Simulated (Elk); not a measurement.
A self-consistent single point of TbZn (Pm-3m, 2 atoms in the cell) with Elk.

Method: LDA (PW92), all-electron FP-LAPW, Elk's shipped species files, APW+lo basis with extra local orbitals (Elk 10.2.4).

```
TbZn
1.0
    3.55188     0.00000     0.00000
    0.00000     3.55188     0.00000
    0.00000     0.00000     3.55188
Tb Zn
1 1
Cartesian
  0.00000   0.00000   0.00000
  1.77594   1.77594   1.77594
```
Moments meant for the start (each program seeds them in its own way; μB, in the order of the atoms Tb Zn): 6.0 0.0.

Reference input (self-consistent single point, DFT, LDA (PW92), all-electron FP-LAPW, Elk's shipped species files, APW+lo basis with extra local orbitals): spinpol = true; rgkmax = 7.5; swidth = 0.00367493 Ha; ngridk = 6 6 6; reducebf = 0.8; gmaxvr = 14 1/bohr; nxlo = 2; lorbcnd = true; lmaxi = 2; nempty = 12 per atom; maxscl = 100; bfcmt = [[0.0, 0.0, -6.0], [0.0, 0.0, 0.0]]. This run's input differs from it in these lines:

```diff
@@ -51,3 +51,3 @@
 ngridk
-  6 6 6
+  1 1 1
```

Output, abridged:

```
│ Self-consistent loop started │
│ Loop number : 1 │
 total energy                :     -13412.9171392
 total moment                :    6.998163060
│ Loop number : 2 │
 total energy                :     -13416.5674063
 total moment                :    6.998159463
RMS change in Kohn-Sham potential (target) :    1.196419947     (  0.1000000000E-05)
Absolute change in total energy (target)   :    3.650267087     (  0.1000000000E-03)
│ Loop number : 3 │
 total energy                :     -13420.2932871
 total moment                :    6.998149295
RMS change in Kohn-Sham potential (target) :    1.153063142     (  0.1000000000E-05)
   [... lines left out ...]
│ Loop number : 98 │
 total energy                :     -13398.8450637
 total moment                :    6.997671156
RMS change in Kohn-Sham potential (target) :    1.041020353     (  0.1000000000E-05)
Absolute change in total energy (target)   :    203.2276563     (  0.1000000000E-03)
│ Loop number : 99 │
 total energy                :     -13441.2737009
 total moment                :    6.996644482
RMS change in Kohn-Sham potential (target) :   0.6186546701     (  0.1000000000E-05)
Absolute change in total energy (target)   :    8.378276842     (  0.1000000000E-03)
│ Loop number : 100 │
Reached self-consistent loops maximum

Energies :
 Fermi                       :     0.251244464311
 xc effective B-field        :    -0.128631677012
 external B-field            :      0.00000000000
 total energy                :     -13654.9668056
 (external B-field energy excluded from total)

Density of states at Fermi energy :    459.0871518
 (states/Hartree/unit cell)

   [... lines left out ...]
Estimated indirect band gap :   0.2007477292E-02
Estimated direct band gap   :   0.2007477292E-02
   [... lines left out ...]

Charges :
 core                        :    58.00000000
 valence                     :    37.00000000
 interstitial                :    1.589195707
 muffin-tins (core leakage)
  species :    1 (Tb)
   atom    1                 :    64.94785384     (  0.6615980737E-05)
  species :    2 (Zn)
   atom    1                 :    28.46295045     (  0.8437622238E-04)
 total in muffin-tins        :    93.41080429
 total calculated charge     :    94.98971447
 total charge                :    95.00000000
 error                       :   0.1028552986E-01

Moments :
 interstitial                :  -0.3188684099E-01
 muffin-tins
  species :    1 (Tb)
   atom    1                 :    3.101990661
  species :    2 (Zn)
   atom    1                 :  -0.2804091976E-01
 total in muffin-tins        :    3.073949741
 total moment                :    3.042062900

│ Self-consistent loop stopped │
```

The run ended unconverged after 100 iterations. 

The starting cell comes from a database of computed structures (which also holds hypothetical and non-ambient phases and stackings), without a prior relaxation at this level. Its lattice was rescaled by a random factor within 2.5 % of one. Spin-orbit coupling is off. Values depend on the basis (sphere radii, cutoffs, local orbitals), which need not be converged.
